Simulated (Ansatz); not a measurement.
Start from BN in the zinc blende structure (space group F-43m, No. 216; a = 3.6057 Å). Axes: x, y, z lie along the cube axes.

Now apply this change: uniaxial strain ε_zz = −5.48 %, all other strain components held at zero, atoms relaxed at fixed cell.

Levels (all Ansatz, a program for electronic structure, PAW): PBEsol (420 eV, scalar-relativistic without spin-orbit coupling); HSE06 (420 eV, no spin-orbit coupling).

The geometry is relaxed with PBEsol.

- PBEsol band gap: 3.34 eV

What does HSE06 give at this geometry for the band gap?

The band gap increases by 1.49 eV (3.34 eV → 4.83 eV).

Single points use the geometry relaxed with PBEsol. HSE06 was sampled on its mesh, a few special points and the semilocal edge points, so its gap is an upper bound. Stability against distortions was not tested.
